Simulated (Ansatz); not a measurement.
The parent structure is TiO2 in the rutile structure (space group P4_2/mnm, No. 136; a = 4.591 Å, c = 2.939 Å). Axes: x, y, z lie along a, b, c of the conventional cell.

All numbers come from PBEsol/PAW in Ansatz (a first-principles code), scalar-relativistic without spin-orbit coupling.

Now apply this change: the cell is scaled by 1.0120 in all directions; the atoms relax in the strained cell.

Q: Predict the stress tensor and what it implies for the stiffness.

A: Stress of the strained cell less that of the base (GPa, compression positive):
```
  -6.89    0.00    0.00
   0.00   -6.89    0.00
   0.00    0.00   -9.19
```

Then B = −ΔP/(ΔV/V₀) with ΔV/V₀ = 0.0364 gives secant stiffness values (nonlinear terms included at this strain): B (at held cell shape, above the free-shape value) ≈ 210 GPa.

As a check, the harmonic strain energy −½ V₀ Δσ:ε is 8.9 meV/atom; the computed energy rise is 9.3 meV/atom.

Stability against distortions was not tested. All final runs are without spin polarisation.
